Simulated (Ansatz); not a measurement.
# Effect of Si vacancy, symmetric start on Si

Take an 8-atom supercell of Si in the diamond structure (space group Fd-3m, No. 227; a = 5.434 Å) at its relaxed geometry as the base.

It is then changed as follows: one Si atom is removed, atoms relaxed at fixed cell.

Method: PBEsol (Ansatz, a first-principles code; PAW; 420 eV plane waves; no spin-orbit coupling). Settings: 5×5×5 k-points, 0.01 eV Fermi–Dirac smearing.

The pressure goes from zero to -4.6 GPa and the energy gained by relaxation amounts to 0.02 eV. The largest displacement of a host atom from its site in the perfect cell is 0.05 Å and the mean distance from the defect site to its nearest host atoms falls by 0.046 Å, from 2.35 Å to 2.31 Å.

Other magnetic orders, which the real material may have, were not ruled out. In so small a cell the defect repeats every few ångströms: this is an ordered compound, not a dilute defect. The mesh was chosen for an insulator and is coarse for the gapless case. The defect started on the symmetric site and kept its symmetry, so it may sit on a saddle. Seeded moments were not kept for Si vacancy. The defect cell is spin-polarised and ends with 0.1 μB.
